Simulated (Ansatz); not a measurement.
Tunnelling through a barrier is set by its complex band structure: the current falls as exp(−2κd) with the smallest κ.

Input:

```
BN
1.0
    4.34015     0.00000     0.00000
    2.17007     7.20738    -0.04748
    2.17008    -0.20966     1.23523
B N
2 2
Cartesian
  5.78687   5.24829   0.89081
  2.89343   1.74943   0.29694
  4.34015   5.24829   0.89081
  4.34015   1.74943   0.29694
```

Space group of this cell: P6_3/mmc. The cell was relaxed by PBE-D3(BJ); by r2SCAN its mean pressure is -1.3 GPa.

Transport runs along the normal of the first two printed cell vectors, the (111) plane of the conventional cell.

The gap is the functional's own. No spin-orbit coupling. Mid-gap values are interpolated on the energy grid.

Task: Give the band gap and the smallest decay constant κ at mid-gap that r2SCAN in Ansatz (a program for electronic structure) yields.

Result: Gap 4.08 eV on a 24×24×24 mesh; κ = 0.337 1/Å, at (0.500, 0.000) of the in-plane reciprocal vectors. At the zone centre, at the nearest computed energy, the slowest state has κ = 0.40 1/Å.
